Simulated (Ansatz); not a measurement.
Input:

```yaml
crystal:
  lattice:
    - [-0.00406, 1.88606, 1.89267]
    - [1.88606, -0.00406, 1.89267]
    - [1.88199, 1.88199, 0.00000]
  atoms:
    - { symbol: Rh, position: [0.00000, 0.00000, 0.00000] }
```

Method: PBEsol, rigid bands (plane waves, PAW, scalar-relativistic; Ansatz, a first-principles code). Condition of this run: uniaxial stress along [110] of 2 GPa (compression positive) (the target of the relaxation). Cell: cell and atoms relaxed with PBEsol, then loaded as said.

Predict the product ρ₀λ of resistivity and mean free path that follows from the Fermi surface's area.

3.2 ×10⁻¹⁶ Ω·m².

And the Drude plasma energy and the root-mean-square Fermi velocity at 300 K?

10.3 eV; 6.6e5 m/s.

A metal at this level (no band gap); rigid bands, thermally averaged at 300 K, both spins. Spin-orbit coupling is left out. τ is one relaxation time for all states; the product of resistivity and mean free path takes one path for all states instead.
